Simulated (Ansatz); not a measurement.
**ZnSe: uniaxial strain ε_zz = +0.50 %**

The parent structure is ZnSe in the zinc blende structure (space group F-43m, No. 216; a = 5.633 Å). Axes: x, y, z lie along the cube axes.

One thing is altered: uniaxial strain ε_zz = +0.50 %, all other strain components held at zero; the atoms relax in the strained cell.

Calculations: PBEsol (Ansatz, a first-principles code; PAW; 420 eV plane waves; no spin-orbit coupling). Settings: 10×10×10 k-points, 0.05 eV Fermi–Dirac smearing.

* **Space group**: I-4m2 (No. 119) (base F-43m (No. 216))
* **Shortest interatomic distance**: 2.443 Å (base 2.439 Å)
* **Energy relative to the base (free energy F)**: +0.2 meV/atom
* **Pressure (mean of the normal stresses, compression positive)**: -0.32 GPa (base 0.00 GPa)
* **Band gap**: 1.21 eV (base 1.24 eV)
* **Gap character**: direct at Γ (base direct at Γ)
* **Electron mass**: 0.090 mₑ (at Γ) (base 0.091 mₑ (at Γ))
* **Valence-band top at Γ (three highest levels, from the VBM)**: 0.00, 0.00, -0.02 eV (base 0.00, 0.00, 0.00 eV)
* **Valley order (the lowest conduction-band minima on the path, energy above the VBM, named in the base's zone)**: Γ 1.21 eV; L along [111] 2.47 eV (base Γ 1.24 eV; L along ⟨111⟩ 2.48 eV)
* **Stress (xx, yy, zz, yz, xz, xy; compression positive)**: (-0.26, -0.26, -0.44, 0.00, 0.00, 0.00) GPa

Effective masses come from finite differences of ±0.01 Å⁻¹. Stability against distortions was not tested. Labels are those of the standard path for the cell's own space group.
